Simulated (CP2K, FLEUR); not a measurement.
A CP2K input for a self-consistent single point of Ba (Im-3m, 1 atom in the cell) (DFT PBE, GPW, DZVP-MOLOPT-PBE-GTH basis, GTH-PBE potentials (POTENTIAL_UZH)):

```
&GLOBAL
  PROJECT ba
  RUN_TYPE ENERGY_FORCE
  PRINT_LEVEL LOW
&END GLOBAL
&FORCE_EVAL
  METHOD Quickstep
  STRESS_TENSOR ANALYTICAL
  &DFT
    BASIS_SET_FILE_NAME BASIS_MOLOPT_UZH
    POTENTIAL_FILE_NAME POTENTIAL_UZH
    &QS
      METHOD GPW
      EPS_DEFAULT 1E-11
    &END QS
    &MGRID
      CUTOFF 500
      REL_CUTOFF 40
      NGRIDS 5
    &END MGRID
    &SCF
      SCF_GUESS ATOMIC
      EPS_SCF 1E-7
      MAX_SCF 100
      ADDED_MOS 4
      &DIAGONALIZATION
        ALGORITHM STANDARD
      &END DIAGONALIZATION
      &MIXING
        METHOD BROYDEN_MIXING
        ALPHA 0.2
        NBUFFER 10
        BETA 1
      &END MIXING
      &SMEAR ON
        METHOD GAUSSIAN
        SIGMA [eV] 0.1
      &END SMEAR
    &END SCF
    &KPOINTS
      SCHEME MONKHORST-PACK 12 12 12
      GAMMA_CENTERED T
    &END KPOINTS
    &XC
      &XC_FUNCTIONAL PBE
      &END XC_FUNCTIONAL
    &END XC
    &PRINT
      &MO
        EIGENVALUES T
        OCCUPATION_NUMBERS T
        NDIGITS 8
        FILENAME mo
        &EACH
          QS_SCF 0
        &END EACH
        ADD_LAST NUMERIC
      &END MO
      &MULLIKEN OFF
      &END MULLIKEN
    &END PRINT
  &END DFT
  &SUBSYS
    &CELL
      A 4.26902000 0.00000000 0.00000000
      B -1.42300700 4.02487100 0.00000000
      C -1.42300700 -2.01243500 3.48564000
      PERIODIC XYZ
    &END CELL
    &COORD
      SCALED
      Ba       0.00000000     0.00000000     0.00000000
    &END COORD
    &KIND Ba
      BASIS_SET DZVP-MOLOPT-PBE-GTH-q10
      POTENTIAL GTH-PBE-q10
    &END KIND
  &END SUBSYS
  &PRINT
    &FORCES ON
    &END FORCES
    &STRESS_TENSOR ON
    &END STRESS_TENSOR
  &END PRINT
&END FORCE_EVAL
```

Question: Write the same calculation as an input for FLEUR.

Answer: This is the input that was run; spellings and numerical settings could be chosen otherwise.

Input of the input generator:

```
Ba FLAPW
&input film=f /
-4.6576457739 4.6576457739 4.6576457739
4.6576457739 -4.6576457739 4.6576457739
4.6576457739 4.6576457739 -4.6576457739
1.0
1.0 1.0 1.0

1
56 0.0000000000 0.0000000000 0.0000000000

&comp jspins=1 /
&kpt div1=12 div2=12 div3=12 gamma=t /
&end /
```

```xml
<?xml version="1.0" encoding="UTF-8" standalone="no"?>
<fleurInput fleurInputVersion="0.39">
   <comment>
      Ba FLAPW                                                                                            
   </comment>
   <calculationSetup>
      <cutoffs Kmax="3.8" Gmax="11.4" GmaxXC="11.4" numbands="0"/>
      <scfLoop itmax="100" minDistance="0.00001" maxIterBroyd="25" imix="Anderson" alpha="0.05" precondParam="0.0" spinf="2.0"/>
      <coreElectrons ctail="T" frcor="F" kcrel="0" coretail_lmax="0"/>
      <xcFunctional name="pbe" relativisticCorrections="F"/>
      <magnetism jspins="1"/>
      <soc l_soc="F" theta="0.0" phi="0.0" spav="F"/>
      <expertModes spex="0" secvar="F"/>
      <geometryOptimization l_f="T" forcealpha="1.0" forcemix="BFGS" epsdisp="0.00001" epsforce="0.00001"/>
      <ldaU l_linMix="F" mixParam="0.05" spinf="1.0"/>
   </calculationSetup>
   <cell>
      <bzIntegration valenceElectrons="10.0" mode="gauss" fermiSmearingEnergy="0.00367493">
         <kPointListSelection listName="default-1"/>
         <!-- k-points included here -->
         <xi:include xmlns:xi="http://www.w3.org/2001/XInclude" href="kpts.xml"> </xi:include>
      </bzIntegration>
      <!-- symmetry operations included here -->
      <xi:include xmlns:xi="http://www.w3.org/2001/XInclude" href="sym.xml"> </xi:include>
      <bulkLattice scale="1.0">
         <bravaisMatrix>
            <row-1>   -4.6576457738999997     4.6576457738999997     4.6576457738999997</row-1>
            <row-2>    4.6576457738999997    -4.6576457738999997     4.6576457738999997</row-2>
            <row-3>    4.6576457738999997     4.6576457738999997    -4.6576457738999997</row-3>
         </bravaisMatrix>
      </bulkLattice>
   </cell>
   <atomSpecies>
      <species name="Barium (Ba)" element="Ba" atomicNumber="56">
         <mtSphere radius="2.68" gridPoints="925" logIncrement="0.014"/>
         <atomicCutoffs lmax="10" lnonsphr="8"/>
         <electronConfig flipSpins="F">
            <coreConfig>(1s1/2) (2s1/2) (2p1/2) (2p3/2) (3s1/2) (3p1/2) (3p3/2) (4s1/2) (3d3/2) (3d5/2) (4p1/2) (4p3/2) (4d3/2) (4d5/2)</coreConfig>
            <valenceConfig>(5s1/2) (5p1/2) (5p3/2) (6s1/2)</valenceConfig>
         </electronConfig>
         <energyParameters s="6" p="6" d="5" f="4"/>
         <lo type="SCLO" l="0" n="5" eDeriv="0"/>
         <lo type="SCLO" l="1" n="5" eDeriv="0"/>
      </species>
   </atomSpecies>
   <atomGroups>
      <atomGroup species="Barium (Ba)">
         <relPos label="                   1">.0000000000 .0000000000 .0000000000</relPos>
         <force calculate="T" relaxXYZ="TTT"/>
      </atomGroup>
   </atomGroups>
   <output dos="F" band="F" slice="F">
      <checks vchk="F" cdinf="F"/>
      <bandDOS minEnergy="-.5*Htr" maxEnergy="0.5*Htr" sigma="0.015" storeEVData="T"/>
      <vacuumDOS vacdos="F" integ="F" star="F" nstars="0" locx1="0.0" locy1="0.0" locx2="0.0" locy2="0.0" nstm="0" tworkf="0.0"/>
      <unfoldingBand unfoldBand="F" supercellX="1" supercellY="1" supercellZ="1"/>
      <plotting iplot="0" polar="F">
         <plot TwoD="T" vec1="  1.0  0.0  0.0" vec2="  0.0  1.0  0.0" vec3="  0.0  0.0  1.0" zero="  0.0  0.0  0.0" file="plot"/>
      </plotting>
      <chargeDensitySlicing numkpt="0" minEigenval="0.0" maxEigenval="0.0" nnne="0" pallst="F"/>
      <specialOutput eonly="F"/>
      <magneticCircularDichroism mcd="F" energyLo="-10.0" energyUp="0.0"/>
   </output>
  <!-- We include the file relax.xml here to enable relaxations (see documentation) -->
  <xi:include xmlns:xi="http://www.w3.org/2001/XInclude" href="relax.xml"> <xi:fallback/> </xi:include>
</fleurInput>
```

Basis, cutoffs, solver keys and any potentials are the target program's own. This input uses DFT, PBE, all-electron FLAPW (FLEUR), scalar-relativistic valence.

The starting cell has typed, rounded lattice constants, without a prior relaxation at this level. Its lattice was rescaled by a random factor within 2.5 % of one. For this run, on top of that: lattice scaled by 0.98.
